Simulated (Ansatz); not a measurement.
**Cs, response to strain**

Consider Cs in the bcc (W type) structure (space group Im-3m, No. 229; relaxed with 0.1 eV smearing).

```
Cs
1.0
   -3.00358     3.00358     3.00358
    3.00358    -3.00358     3.00358
    3.00358     3.00358    -3.00358
Cs
1
Direct
  0.00000   0.00000   0.00000
```

Strains are applied to the cell and any free atomic positions relax.

Method: plane-wave PAW DFT at the PBEsol level (Ansatz, a first-principles code, 420 eV), no spin-orbit coupling.

Candidates:
(a) isotropic strain +2.50 %
(b) isotropic strain −2.00 %
(c) isotropic strain +1.00 %

Notes on the quantities. energy relative to the base: free energy F.

### Question
Order them by energy relative to the base, highest first.

### Answer
(a) isotropic strain +2.50 % (+3.6 meV/atom), (b) isotropic strain −2.00 % (+2.7 meV/atom), (c) isotropic strain +1.00 % (+0.6 meV/atom)

No phonon test of stability was made. The final runs are not spin-polarised.
